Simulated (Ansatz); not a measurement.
Ansatz (a program for electronic structure) run on Cu (P-3m1, 2 atoms in the cell): relaxation of the atoms.

Level of theory: LDA (PW92), default PAW files made with PBE (plane waves; Ansatz).

The change in words: one atom moved by 0.15 angstrom; relax: default → atoms; relax.f_tol: default → 0.05 eV/Å. Reference geometry:
```
Cu
1.0
    2.52143     0.00000     0.00000
   -1.26072     2.18362     0.00000
    0.00000     0.00000     4.09201
Cu
2
Direct
  0.33333   0.66667   0.25000
  0.66667   0.33333   0.75000
```

Reference input (self-consistent single point, DFT, LDA (PW92), plane waves, default PAW files made with PBE): basis.ecutwfc = 420 eV; kpoints.mp_grid.grid = 15 15 8; hamiltonian.xc = lda; hamiltonian.pseudopotentials = {kind: paw} (the program's default PAW files); scf.occupations.method = gaussian; scf.occupations.width = 0.1 eV. This run's input differs from it in these lines:

```diff
@@ -6,3 +6,3 @@
   atoms:
-    - { symbol: Cu, position: [0.333333, 0.666667, 0.250000] }
+    - { symbol: Cu, position: [0.333333, 0.666667, 0.286657] }
     - { symbol: Cu, position: [0.666667, 0.333333, 0.750000] }
@@ -17,2 +17,4 @@
   occupations: { method: gaussian, width: 0.1 eV }
+relax:
+  f_tol: 0.05
 output:
```

Log, with long lists cut:

```
   [... SCF lines of the steps left out ...]
relax step   1: F+E_penalty+E_count = -13111.32581407 eV  Δ(F+E_penalty+E_count) = +0.000e0 eV  max|allowed force component| = 1.191e0 eV/Å  Δτ_max = 0.0000 Å  (6 SCF iters, dr2 threshold 6.25e-5 eV, accepted)
relax step   2: F+E_penalty+E_count = -13111.37204409 eV  Δ(F+E_penalty+E_count) = -4.623e-2 eV  max|allowed force component| = 7.992e-1 eV/Å  Δτ_max = 0.0233 Å  (6 SCF iters, dr2 threshold 8.87e-5 eV, accepted)
relax step   3: F+E_penalty+E_count = -13111.41262357 eV  Δ(F+E_penalty+E_count) = -4.058e-2 eV  max|allowed force component| = 4.526e-2 eV/Å  Δτ_max = 0.0487 Å  (6 SCF iters, dr2 threshold 3.99e-5 eV, accepted)
relax step   4: F+E_penalty+E_count = -13111.41262361 eV  Δ(F+E_penalty+E_count) = -3.722e-8 eV  max|allowed force component| = 4.576e-2 eV/Å  Δτ_max = 0.0000 Å  (6 SCF iters, accepted)
the relaxation is at rest under the 12 symmetry operations that the run kept from its start: a minimum is not shown …
Free energy (F): -13111.412624 eV
Internal energy: -13111.408835 eV  (E = F + TS)
E sigma→0 (E₀):  -13111.410729 eV
Entropy (-TS):   -0.003789 eV (-1.894 meV/atom)
Fermi energy:    17.497474 eV
--- Forces (eV/Å), atoms counted from 1 ---
  atom   1  Cu    -0.00000000    -0.00000000    -0.04575569
  atom   2  Cu     0.00000000     0.00000000     0.04575569
--- Stress (GPa, compression-positive) ---
       -7.124789      -0.000000       0.000000
       -0.000000      -7.124789       0.000000
        0.000000       0.000000      -3.209903
  P = ⅓ Tr σ = -5.8198 GPa (-58.198 kbar)
   [... lines left out ...]
--- Relaxed structure (4 steps of the walk, 4 accepted, 0 SCFs on fresh bases) ---
  F+E_penalty+E_count = -13111.41262361 eV   max|allowed force component| = 4.576e-2 eV/Å
  atoms:
    - { symbol: Cu, position: [0.33333333333333326, 0.6666666666666665, 0.2690755753413653] }
    - { symbol: Cu, position: [0.6666666666666666, 0.33333333333333326, 0.7675814246586348] }
```

The run converged.  The full log also holds: “iter 5 did not close the SCF: its close was put off for the readings that it lacked (scf_convergence_deferred on its scf_iter line)”. The full log also holds: “iter 4 did not close the SCF: its close was put off for the readings that it lacked (scf_convergence_deferred on its scf_iter line)”.

Summary of the result:
- Free energy E − TS (on the zero of these files) = -13111.4126 eV
- Fermi level (on the code's own zero) = 17.50 eV
- Pressure = -5.82 GPa
- Largest force (vector length) = 0.046 eV/Å
- Relaxation steps = 4

The starting cell comes from a database of computed structures (which also holds hypothetical and non-ambient phases and stackings), without a prior relaxation at this level. Its lattice was rescaled by up to half a per cent. For this run, on top of that: one atom moved by 0.15 angstrom. Spin polarisation is off. The relaxation keeps the symmetry of its start, so its end need not be a minimum. Ansatz's pressure includes its estimate of the finite-basis (Pulay) stress.

Keys are those of Ansatz 0.2.
